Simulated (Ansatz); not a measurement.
# AgCl in the rock salt structure (space group Fm-3m, No. 225)

Space group Fm-3m (No. 225); a = b = c = 5.4475 Å, α = β = γ = 90.00°

| atom | site | symmetry | x | y | z |
|---|---|---|---|---|---|
| Ag | 4a | m-3m | 0.0000 | 0.0000 | 0.0000 |
| Cl | 4b | m-3m | 0.5000 | 0.5000 | 0.5000 |
(The calculation used a cell of 2 atoms; values per cell refer to that cell.)

Level of theory: PBEsol in Ansatz (plane waves to 420 eV, PAW, spin-orbit coupling left out). Settings: 10×10×10 k-points, 0.05 eV Fermi–Dirac smearing.

| Property | Value |
|---|---|
| Volume per atom | 20.21 Å³ |
| Density | 5.89 g/cm³ |
| Band gap | 0.72 eV, indirect, L → Γ |
| Electron mass | 0.25 mₑ |
| Lowest conduction-band minima above the VBM | Γ 0.72 eV; X along ⟨100⟩ 2.13 eV |
| Total energy | -4291.903 eV/atom (σ→0; compares only within this code and set-up) |

Effective masses come from finite differences of ±0.01 Å⁻¹. Stability against distortions was not tested.

Ansatz is a program for electronic structure.
